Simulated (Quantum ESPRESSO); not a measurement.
## Several settings converged on Sb (Im-3m, 1 atom in the cell)

```yaml
crystal:
  lattice:
    - [-1.86198, 1.86198, 1.86198]
    - [1.86198, -1.86198, 1.86198]
    - [1.86198, 1.86198, -1.86198]
  atoms:
    - { symbol: Sb, position: [0.00000, 0.00000, 0.00000] }
```

Base method: LDA (PZ), GBRV 1.5 ultrasoft (LDA) pseudopotentials (plane waves; Quantum ESPRESSO).

Base settings: ecutwfc = 40 Ry; ecutrho = 200 Ry; occupations = smearing; smearing = gaussian; degauss = 0.0073499 Ry; potentials = {Sb: sb_lda_v1.4.uspp.F.UPF}; K_POINTS = automatic 10 10 10 0 0 0; conv_thr = 1e-10 Ry.

The count of work is k-points × plane waves × bands × iterations; it is no time. 

**The cutoff for other potential files**

Level: DFT, LDA (PZ), plane waves, PSlibrary ultrasoft (LDA, semicore) pseudopotentials.

In this ladder: pseudopotentials = {Sb: Sb.pz-dn-rrkjus_psl.1.0.0.UPF}. Moved along: ecutrho.

The second cell is the first with its lattice scaled by 0.98.

The mesh stays at the base's, so the ladder's end is converged at best in this setting alone.

Only quantities that move along the ladder and can be compared are tabulated.

| ecutwfc | free energy less the last step's (meV/atom) | energy of the compressed cell less the first (meV/atom) | pressure (GPa) | count of work / last |
|---|---|---|---|---|
| 25 Ry | 38048.94 | 69.56 | -1092.95 | 0.096 |
| 30 Ry | 9145.92 | 10.35 | -338.12 | 0.14 |
| 38 Ry | 701.60 | 21.38 | -36.53 | 0.18 |
| 47 Ry | 158.16 | 23.60 | 0.06 | 0.25 |
| 55 Ry | 127.69 | 23.27 | -1.87 | 0.31 |
| 66 Ry | 34.84 | 23.23 | -1.29 | 0.47 |
| 82 Ry | 12.30 | 23.39 | 0.11 | 0.65 |
| 110 Ry | 0.00 | 23.35 | 0.06 | 1.0 |

Coarsest ecutwfc that holds the energy of the compressed cell less the first within 0.5 meV/atom of the last step, with all finer ones: 47 Ry, at 0.25 of the last step's count of work; the step before is off by 2.0 meV/atom.

Coarsest ecutwfc that holds the pressure within 0.2 GPa of the last step, with all finer ones: 82 Ry; the step before is off by 1.4 GPa.

Coarsest ecutwfc that holds the free energy within 5 meV/atom: not settled: the last two steps still differ by 12 meV/atom, over half the tolerance, so the ladder does not show it.

At the lowest cutoff the pressure lies 1090 GPa under the last step's, the usual sign of Pulay stress in an incomplete plane-wave basis.

**The relaxed cell against the cutoff**

In this ladder: calculation = vc-relax; tprnfor = default; tstress = default. Moved along: ecutrho.

The mesh stays at the base's, so the ladder's end is converged at best in this setting alone.

Only quantities that move along the ladder and can be compared are tabulated.

| ecutwfc | relaxed volume (Å³/atom) | relaxation steps |
|---|---|---|
| 24 Ry | 19.037 | 4 |
| 28 Ry | 21.812 | 4 |
| 34 Ry | 24.918 | 3 |
| 40 Ry | 25.794 | 2 |
| 48 Ry | 25.723 | 2 |
| 60 Ry | 25.785 | 2 |
| 80 Ry | 25.787 | 2 |

Coarsest ecutwfc that holds the relaxed volume within 0.129 Å³/atom of the last step, with all finer ones: 40 Ry; the step before is off by 0.87 Å³/atom.

At the lowest cutoff the cell relaxes to a volume 26 % smaller than at the highest.

On the base run: the starting cell comes from a database of computed structures (which also holds hypothetical and non-ambient phases and stackings), without a prior relaxation at this level. Its lattice was rescaled by up to half a per cent.

Left out of this page: 1 run of the series failed or unconverged.
